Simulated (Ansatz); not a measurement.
For LaC₂ (I4/mmm, No. 139), PBEsol (Ansatz, a quantum-chemistry and plane-wave program, plane waves, PAW) gives:

| Quantity | Value |
|---|---|
| lattice constant a | 3.891 Å |
| c axis length | 6.529 Å |

What does r²SCAN+rVV10 (PAW; Ansatz) give for the same quantities?


- lattice constant a: 3.936 Å (rises by 1.2 %)
- lattice parameter c: 6.564 Å (grows by 0.5 %)

Changes are worked out from the printed values.

Unless a cell is named, each level is at its own relaxed cell (PBEsol 16.48, r²SCAN+rVV10 16.95 Å³/atom).

Ansatz's density-functional and Hartree–Fock values are scalar-relativistic unless marked +SOC, with PAW data made under PBE.
